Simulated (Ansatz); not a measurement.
NbAgO₃ (Pm-3m), PBEsol, rigid bands (Ansatz, a program for electronic structure): N_c = 4.83e19 cm⁻³ at 300 K and an electron conductivity mass of 0.404 mₑ.

Q: For 1e17 electrons per cm³ at 300 K, place the Fermi level, estimate the Seebeck coefficient of a parabolic band with constant τ, and give mobility and conductivity for τ = 20 fs.

A: The level lies k_BT ln(N_c/n) = 0.160 eV below the conduction-band minimum. S ≈ −(k_B/e)[ln(N_c/n) + 5/2] = -748 μV/K, against -751 μV/K from the full bands (mean over directions). μ = eτ/m = 87.1 cm²/(V·s) and σ = neμ = 1.40 S/cm. τ is assumed, not computed.

Band transport and this doping are assumed; polarons and phonon drag are left out. Spin-orbit coupling is left out.

Computed structure, not matched to a measured one here, so possibly hypothetical: NbAgO3 (Pm-3m).
